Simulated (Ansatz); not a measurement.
Structures of equal composition on the (0001) surface of hcp Ru: a pseudomorphic layer of Cu in the host's stacking; a pseudomorphic layer of Cu in the other hollow. The slabs share one bottom face, and each structure is named by its start. These are constructed structures in small cells; real faces may alloy, dewet or reconstruct in larger ones, and not all known structures of the face are among them. Slabs of about 11 Å, Fermi-Dirac smearing of 0.1 eV. Bottom of the slabs: a bare face, its two planes held. Relaxed from the named starts with such symmetry as they have, on meshes of like density; energies extrapolated to zero smearing; spin only where a row says so; no spin-orbit coupling, no U. Brackets mark spin-polarised runs, whose order is one that fits the cell.

Method: PBE (plane waves to 420 eV, PAW; Ansatz, a quantum-chemistry and plane-wave program).

Question: Put the candidates in order of energy per 1x1 cell, lowest first, for PBE.

Answer: a pseudomorphic layer of Cu in the host's stacking (0.000 eV), a pseudomorphic layer of Cu in the other hollow (0.030 eV)
